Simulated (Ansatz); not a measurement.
An Ansatz (a program for electronic structure) run: GaSe; Ansatz, PBE-D3(BJ), PAW, cutoff 420 eV, no spin-orbit coupling, earlier PAW set.

Input:

Ansatz 0.2 input:
```yaml
crystal:
  lattice:
    - [3.7694300808, 0, 0]
    - [-1.8847150404, 3.2644222078, 0]
    - [0, 0, 15.9641745016]
  atoms:
    - { symbol: Ga, position: [0.3333333333, 0.6666666667, 0.1734668436] }
    - { symbol: Ga, position: [0.6666666667, 0.3333333333, 0.6734668436] }
    - { symbol: Ga, position: [0.6666666667, 0.3333333333, 0.8265331564] }
    - { symbol: Ga, position: [0.3333333333, 0.6666666667, 0.3265331564] }
    - { symbol: Se, position: [0.3333333333, 0.6666666667, 0.5996521921] }
    - { symbol: Se, position: [0.6666666667, 0.3333333333, 0.0996521921] }
    - { symbol: Se, position: [0.6666666667, 0.3333333333, 0.4003478079] }
    - { symbol: Se, position: [0.3333333333, 0.6666666667, 0.9003478079] }
basis: { ecutwfc: 420, ecutrho_ratio: 4, xc_grid: 2, fft_grid_basis: typed }
kpoints: { mp_grid: { grid: [10, 10, 2] } }
hamiltonian:
  xc: pbe
  dispersion: d3bj
  pseudopotentials: { azcp: { folder: ./paw }, kind: paw }
scf: { occupations: { method: fermi_dirac, width: 0.05 }, convergence: { dr2_threshold: 0.0000000008 } }
output: { forces: true, stress: true }
```

Output:

```
WARN ansatz: RAYON_NUM_THREADS=1 ignored (pool sized by the plan → 1); use --threads N
Pseudopotentials: kind: paw
Pseudopotential: Ga, paw, valence charge 13
Pseudopotential: Se, paw, valence charge 16
Functional definition: PBE
Crystal: 8 atoms, lattice volume = 196.439 Å³
Basis set: ecut = 420 eV, 3893 PW (Γ), exchange–correlation on 54×54×216 points (8 copies of the dense FFT grid, shifted against one another)
Bands: 66, of which v1, the nominal top of the filled ones, is band 58 counted from 1 (57 counted from 0)
Symmetry: 24 space group operations
Space group: P63/mmc (ITA 194), of the structure as read, at distance tolerance 5.8e-5 Å
k-points: 28 of 200
Initial density: superposition of atomic densities (chi_scale 0.1, normalization cell, long waves kept (reshape's long-wave potential 0.69 eV rms))
Initial wavefunctions: pseudopotential atomic-orbital guess
Eigensolver: davidson
Functional: x = pbe(κ = 0.804, μ = 0.2195149727645171), c = pbe(β = 0.06672455060314922)
SCF iter   1: F=—  HF=-37021.309724 eV  |F-HF|=—  |Δ(HF+E_count)|=         —  Δρ=6.62e-2  dr2=3.05e1  ethr=3.10e-3  ⟨swp⟩=6.0  Hψ=6633  notcnv=0
all-band conjugate gradients solve this SCF's bands
preconditioner: auto → Resta (q_TF=auto, 2.499 Å⁻¹)
SCF iter   2: F=—  HF=-37015.865462 eV  |F-HF|=—  |Δ(HF+E_count)|=    5.44e0  Δρ=2.48e-2  dr2=7.73e-1  ethr=3.10e-3  ⟨swp⟩=4.7  Hψ=3824  notcnv=0  defer=50
SCF iter   3: F=—  HF=-37015.494689 eV  |F-HF|=—  |Δ(HF+E_count)|=   3.71e-1  Δρ=1.55e-2  dr2=3.22e-1  ethr=6.66e-4  ⟨swp⟩=2.0  Hψ=3447  notcnv=0  defer=66
SCF iter   4: F=—  HF=-37015.410411 eV  |F-HF|=—  |Δ(HF+E_count)|=   8.43e-2  Δρ=3.63e-3  dr2=2.70e-2  ethr=2.78e-4  ⟨swp⟩=2.6  Hψ=3047  notcnv=0  defer=66
SCF iter   5: F=—  HF=-37015.406685 eV  |F-HF|=—  |Δ(HF+E_count)|=   3.73e-3  Δρ=1.39e-3  dr2=4.91e-3  ethr=2.33e-5  ⟨swp⟩=2.0  Hψ=3004  notcnv=0  defer=66
SCF iter   6: F=—  HF=-37015.410276 eV  |F-HF|=—  |Δ(HF+E_count)|=   3.59e-3  Δρ=6.55e-4  dr2=6.56e-4  ethr=4.23e-6  ⟨swp⟩=2.0  Hψ=3413  notcnv=0  defer=66
SCF iter   7: F=—  HF=-37015.410321 eV  |F-HF|=—  |Δ(HF+E_count)|=   4.46e-5  Δρ=1.64e-4  dr2=6.88e-5  ethr=5.65e-7  ⟨swp⟩=2.0  Hψ=3407  notcnv=0  defer=66
SCF iter   8: F=—  HF=-37015.410506 eV  |F-HF|=—  |Δ(HF+E_count)|=   1.85e-4  Δρ=4.31e-5  dr2=6.12e-6  ethr=5.93e-8  ⟨swp⟩=2.0  Hψ=2847  notcnv=0  defer=66
SCF iter   9: F=—  HF=-37015.410559 eV  |F-HF|=—  |Δ(HF+E_count)|=   5.27e-5  Δρ=1.09e-5  dr2=2.00e-7  ethr=5.27e-9  ⟨swp⟩=2.6  Hψ=2951  notcnv=0  defer=66
SCF iter  10: F=—  HF=-37015.410560 eV  |F-HF|=—  |Δ(HF+E_count)|=   6.19e-7  Δρ=2.63e-6  dr2=1.64e-8  ethr=1.73e-10  ⟨swp⟩=2.4  Hψ=2665  notcnv=0  defer=66
SCF iter  11: F=-37015.410560 eV  HF=-37015.410560 eV  |F-HF|=8.80e-10  |Δ(HF+E_count)|=   5.38e-8  Δρ=5.12e-7  dr2=3.86e-10  ethr=1.00e-12  ⟨swp⟩=9.4  Hψ=9241  notcnv=0
SCF 1 converged in 11 iterations: F = -37015.410560 eV  dr2 = 3.86e-10
SCF converged after 11 iterations
Free energy (F): -37015.410560 eV
Harris-Foulkes:  -37015.410560 eV  (|F-HF|=8.80e-10)
Internal energy: -37015.410557 eV  (E = F + TS)
E sigma→0 (E₀):  -37015.410559 eV
Entropy (-TS):   -0.000003 eV (-0.000 meV/atom)
Fermi energy:    7.591760 eV
--- Per-component energies (eV) ---
  E_band       = -1888.628279
  E_kinetic    = 888.970793
  E_local      = -17607.725168  (includes V_loc(G=0)·N_el)
  E_nonlocal   = -1791.760942
  E_hartree    = 9790.622780
  E_xc         = -593.695379
  E_vxc        = -585.131089  (∫ρ·V_xc dr)
  E_paw        = -16482.720785  (= ΣΔE_a)
  E_vpaw       = -2374.225152  (= ΣTr[D̂ρ^β])
  E_aug_tail   = -0.002329  (compensation charges beyond the density's cutoff)
  E_ewald      = -11216.775618
  E_disp       = -2.323909  (pairwise vdW)
  E_smearing   = -0.000003  (= −TS)
  E_closure    = 0.000000  (closes the sum)
  Σ components = -37015.410560   (vs F -37015.410560, Δ=0.00e0)
  [band-id]    e_kinetic+e_local+e_nonlocal+2·e_hartree+e_vxc+e_vpaw+e_augmentation_tail = -1888.628327   (vs E_band -1888.628279, Δ=-4.77e-5)
--- Forces (eV/Å), atoms counted from 1 ---
  atom   1  Ga    -0.00000000    -0.00000000    -0.00063804
  atom   2  Ga    -0.00000000     0.00000000    -0.00063804
  atom   3  Ga    -0.00000000     0.00000000     0.00063804
  atom   4  Ga     0.00000000    -0.00000000     0.00063804
  atom   5  Se     0.00000000     0.00000000    -0.00066965
  atom   6  Se    -0.00000000    -0.00000000    -0.00066965
  atom   7  Se     0.00000000    -0.00000000     0.00066965
  atom   8  Se     0.00000000     0.00000000     0.00066965
  max |Σ_I F_I| component: 5.93e-18 eV/Å
--- Stress (GPa, compression-positive) ---
        0.000834      -0.000000       0.000000
       -0.000000       0.000834       0.000000
        0.000000       0.000000       0.001244
  P = ⅓ Tr σ = 0.0010 GPa (0.010 kbar)
  The stress holds the Pulay correction. Without it, at fixed plane waves, as pw.x and ABINIT print it: P = -0.0256 GPa
  The stress includes an estimate of the error left by incomplete SCF convergence (largest component -0.0000 GPa).
--- Band table ---
  band table: none
```

Stability against distortions was not tested. The cell is GaSe in the beta-GaS type structure (space group P6_3/mmc, No. 194; layered, stacked along the Cartesian z axis).
